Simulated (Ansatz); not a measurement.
# Converging shifted k-point meshes: NbH (Cmm2, 4 atoms in the cell)

```
NbH
1.0
    1.83983    -2.38602     0.00000
    1.83983     2.38602     0.00000
    0.00000     0.00000     4.78982
Nb H
2 2
Direct
  0.75000   0.25000   0.27928
  0.25000   0.75000   0.73116
  0.25000   0.25000   0.00000
  0.75000   0.75000   0.00000
```

Method: PBEsol, default PAW files made with PBE (plane waves; Ansatz, a program for electronic structure).

Base settings: basis.ecutwfc = 420 eV; kpoints.mp_grid.grid = 11 11 7; hamiltonian.xc = pbesol; hamiltonian.pseudopotentials = {kind: paw} (the program's default PAW files); scf.occupations.method = fermi_dirac; scf.occupations.width = 0.1 eV.

In this ladder: kpoints.mp_grid.shift = 0.5 0.5 0.5.

Only quantities that move along the ladder and can be compared are tabulated.

The count of work is k-points × plane waves × bands × iterations; it is no time. 

The starting cell comes from a database of computed structures (which also holds hypothetical and non-ambient phases and stackings), without a prior relaxation at this level. Its lattice was rescaled by up to half a per cent. One atom was moved a little off its site on purpose. Spin polarisation is off. In the base run, with a pressure of about -5 GPa the cell is away from its equilibrium volume at this level. Ansatz's pressure includes its estimate of the finite-basis (Pulay) stress.

Steps (kpoints.mp_grid.grid): 2 2 1; 2 2 2; 3 3 2; 4 4 2; 4 4 3; 5 5 3; 6 6 4; 7 7 4; 7 7 5; 8 8 5; 9 9 6; 10 10 6; 11 11 7; 12 12 7; 13 13 8; 15 15 9; 16 16 10; 18 18 11; 20 20 12; 22 22 14; 24 24 15; 27 27 17; 30 30 18; 33 33 20; 37 37 23.

Task: What is the coarsest kpoints.mp_grid.grid that holds the forces within 0.005 eV/Å of the last step, with all finer ones?

Result: 10 10 6, at 0.021 of the last step's count of work; the step before is off by 0.008 eV/Å.

Task: What is the coarsest kpoints.mp_grid.grid that holds the free energy within 0.5 meV/atom of the last step, with all finer ones?

Result: 12 12 7, at 0.039 of the last step's count of work; the step before is off by 0.70 meV/atom.

Task: What is the coarsest kpoints.mp_grid.grid that holds the pressure within 0.05 GPa of the last step, with all finer ones?

Result: 7 7 5, at 0.011 of the last step's count of work; the step before is off by 0.05 GPa.

```tsv
kpoints.mp_grid.grid	free energy less the last step's (meV/atom)	pressure (GPa)	largest difference of a force vector from the last step's (eV/Å)	count of work / last
2 2 1	368.71	3.76	0.897	0.00054
2 2 2	215.92	-1.07	0.049	0.00054
3 3 2	63.69	-4.11	0.040	0.00092
4 4 2	-15.51	-5.22	0.085	0.0014
4 4 3	-1.18	-5.59	0.120	0.0028
5 5 3	7.07	-4.96	0.059	0.0048
6 6 4	6.20	-4.86	0.029	0.0055
7 7 4	-0.69	-5.22	0.006	0.0074
7 7 5	-1.34	-5.15	0.036	0.011
8 8 5	-1.42	-5.17	0.019	0.014
9 9 6	-1.15	-5.17	0.008	0.017
10 10 6	0.09	-5.16	0.002	0.021
11 11 7	0.70	-5.15	0.004	0.033
12 12 7	-0.17	-5.17	0.002	0.039
13 13 8	-0.16	-5.16	0.001	0.045
15 15 9	0.22	-5.14	0.004	0.074
16 16 10	-0.08	-5.16	0.002	0.083
18 18 11	0.03	-5.16	0.000	0.12
20 20 12	-0.07	-5.17	0.001	0.15
22 22 14	0.02	-5.16	0.000	0.21
24 24 15	0.00	-5.16	0.000	0.29
27 27 17	0.01	-5.16	0.000	0.41
30 30 18	0.00	-5.16	0.000	0.50
33 33 20	0.00	-5.16	0.000	0.67
37 37 23	0.00	-5.16	0.000	1.0
```

Two neighbours can agree and both be off: 5 5 3 and 6 6 4 differ by 0.88 meV/atom in the free energy, yet lie about 6.2 meV/atom from the last step.

Keys are those of Ansatz 0.2.
